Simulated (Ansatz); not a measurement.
Consider Pt in the fcc (Cu type) structure (space group Fm-3m, No. 225; a = 3.895 Å; relaxed with 0.1 eV smearing). Axes: x, y, z lie along the cube axes.

Calculations: Kohn–Sham DFT with the LDA functional, run in Ansatz (a quantum-chemistry and plane-wave program) with PAW and 420 eV plane waves, no spin-orbit coupling.

Now apply this change: biaxial strain −3.00 %, plane normal [001], relaxed out of plane (Cartesian); in-plane vectors clamped, the third vector and the atoms free.

Q: What happens to the out-of-plane strain and energy relative to the base?

A: The out-of-plane strain comes out as +4.20 %; the energy rises by 28 meV/atom.

Stability against distortions was not tested. All final runs are without spin polarisation.
